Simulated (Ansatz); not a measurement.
**How far to go with zone-centre phonons against the mesh: Re (P6_3/mmc, 2 atoms in the cell)**

```xyz
2
Lattice="1.3731 -2.3783 0.0000 1.3731 2.3783 0.0000 0.0000 0.0000 4.4377" Properties=species:S:1:pos:R:3 pbc="T T T"
Re     1.3731     0.7928     1.1094
Re     1.3731    -0.7928     3.3283
```

Method of the run: PBE (plane waves, PAW; Ansatz, a quantum-chemistry and plane-wave program).

Base settings: basis.ecutwfc = 420 eV; kpoints.mp_grid.grid = 14 14 8; hamiltonian.xc = pbe; hamiltonian.pseudopotentials = {kind: paw} (the program's default PAW files); scf.occupations.method = gaussian; scf.occupations.width = 0.1 eV.

In this ladder: phonons.method = dfpt.

Frequencies are those of the unrelaxed cell, without the LO-TO term of polar crystals.

Only quantities that move along the ladder and can be compared are tabulated.

Core times come from one kind of shared machine, to one figure; runs under 30 s give none.

The starting cell has typed, rounded lattice constants, without a prior relaxation at this level. Its lattice was rescaled by up to half a per cent. Spin polarisation is off. In the base run, with a pressure of about 12 GPa the cell is away from its equilibrium volume at this level.

```csv
kpoints.mp_grid.grid,highest zone-centre frequency (cm⁻¹),core time / last (rough)
4 4 2,176.9,–
5 5 3,168.5,–
6 6 3,153.8,–
7 7 4,126.7,–
9 9 5,139.9,–
11 11 6,143.6,–
13 13 7,116.3,–
16 16 9,122.5,0.2
20 20 11,123.5,0.3
25 25 14,119.1,0.6
31 31 17,120.5,1
```

Coarsest kpoints.mp_grid.grid that holds the highest zone-centre frequency within 5 cm⁻¹ of the last step, with all finer ones: 13 13 7; the step before is off by 23 cm⁻¹.

Keys are those of Ansatz 0.2.
